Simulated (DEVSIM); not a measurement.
Structure: illuminated Si n-on-p cell, one wavelength, at 300 K.

Layer 1 from the left is Si, thickness (μm) 0.390, Nd (cm⁻³) 2.6e18, τn (s) 4.4e-7, τp (s) 2.9e-7, absorption coefficient (cm⁻¹) 150. Layer 2 from the left is Si, thickness (μm) 21.0, Na (cm⁻³) 1.5e17, τn (s) 3.4e-6, τp (s) 3.4e-6, absorption coefficient (cm⁻¹) 150.

Left contact: ohmic, minority hole recombination velocity 10000 cm/s. Right contact: ohmic, minority electron recombination velocity 40000 cm/s. Voltage is applied to the left contact. Recombination: SRH at mid-gap, radiative, Auger. Light enters at the left, 6.4e17 photons cm⁻² s⁻¹, one pass, no reflection. Mobility is constant in doping.

Constants are typed, rounded textbook-type inputs, not results; the design itself was drawn at random and stands for no fabricated device. Values at 300 K.

Si: gap (eV) 1.124, affinity (eV) 4.05, permittivity 11.7, Nc (cm⁻³) 2.86e19, Nv (cm⁻³) 3.1e19, μn (cm²/Vs) 1417, μp (cm²/Vs) 470, B (cm³/s) 4.7e-15, Cn (cm⁶/s) 2.8e-31, Cp (cm⁶/s) 9.9e-32.

DEVSIM, 1D drift-diffusion, Boltzmann statistics, complete ionisation; no tunnelling, impact ionisation, image-force lowering or self-heating.

Dark forward current:

```tsv
|V| (V)	|J| (A/cm²)
0.05	2.973e-10
0.10	1.088e-9
0.15	3.501e-9
0.20	1.203e-8
0.25	4.874e-8
0.30	2.414e-7
0.35	1.405e-6
0.40	8.986e-6
0.45	6.011e-5
0.50	0.0004100
0.55	0.002820
0.60	0.01946
0.65	0.1344
0.70	0.9281
0.75	6.361
0.80	41.71
0.85	233.6
0.90	1006
0.95	3320
```

**Question.** Work out the local ideality factor n = ΔV / (kT/q · ln(J2/J1)) between the rows 0.15 and 0.20 V, 0.60 and 0.65 V, 0.90 and 0.95 V.

**Answer.** kT/q = 25.85 mV. From 0.15 to 0.20 V: ln(1.203e-8/3.501e-9) = 1.234, n = 1.57. From 0.60 to 0.65 V: ln(0.1344/0.01946) = 1.932, n = 1.00, near the 1 of diffusion or emission over a barrier. From 0.90 to 0.95 V: ln(3320/1006) = 1.194, n = 1.62.

**Question.** What current could the absorbed light give at most, and what share is collected?

**Answer.** Σ αd = 0.321, so qΦ(1 − exp(−Σ αd)) = 28.1 mA/cm². The simulated short-circuit current is 19.01 mA/cm², a share of 0.68.

**Question.** Estimate the open-circuit voltage by superposition: the voltage at which the dark current equals that short-circuit current.

**Answer.** Interpolating ln J in the table gives 0.599 V. The simulation gives 0.599 V, the same within the digits that matter. Superposition holds where collection doesn't change with voltage.

**Question.** Estimate the fill factor from FF0 = (v − ln(v + 0.72))/(v + 1), v = qVoc/(nkT), with n from the dark curve.

**Answer.** The rows about Voc, 0.55 and 0.60 V, give n = 1.00, so v = 23.1 and FF0 = 0.827. The simulation gives 0.826, the same within the digits that matter.
